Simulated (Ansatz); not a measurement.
The reference is MgTe in the wurtzite structure (space group P6_3mc, No. 186; a = 4.561 Å, c = 7.413 Å). Axes: x lies along a and z along c of the hexagonal cell.

Modification: compressive biaxial strain of 1.75 % in the plane normal to [001], as in epitaxy on a mismatched substrate; the out-of-plane cell vector and the atoms relax.

Levels (all Ansatz, an electronic-structure program, PAW, earlier PAW set): PBEsol (420 eV, spin-orbit coupling left out); HSE06 (420 eV, no spin-orbit coupling); PBEsol+SOC (420 eV, noncollinear with spin-orbit coupling).

One geometry, relaxed with PBEsol, under each level:

The valence-band top lists the three highest levels at Γ (Kramers pairs under SOC), from the VBM.

| level | band gap | lowest conduction level above the VBM at special points | valence-band top at Γ | electron mass | hole mass | pressure |
|---|---|---|---|---|---|---|
| PBEsol | 2.38 eV | Γ 2.38 eV; L 3.04 eV; M 3.13 eV | 0.00, 0.00, -0.20 eV | 0.15 mₑ out of plane, 0.18 mₑ in plane (at Γ) | – | 0.71 GPa |
| HSE06 | (withheld) | (withheld) | – | – | – | – |
| PBEsol+SOC | 2.11 eV | Γ 2.11 eV; L 2.76 eV; M 2.85 eV; K 2.97 eV | 0.00, -0.13, -0.48 eV | 0.15 mₑ out of plane, 0.18 mₑ in plane (at Γ) | 2.0 mₑ out of plane, 0.27 mₑ in plane (at Γ) | 0.73 GPa |

### Question
Give the withheld HSE06 results.

### Answer

- HSE06, band gap: 3.36 eV
- HSE06, lowest conduction level above the VBM at special points: Γ 3.36 eV; L 3.91 eV; M 3.98 eV

Single points use the geometry relaxed with PBEsol. The spin-orbit shifts are approximate. With Te present, leaving out spin-orbit coupling can change the band edges. Effective masses come from finite differences of ±0.01 Å⁻¹. Stability against distortions was not tested.
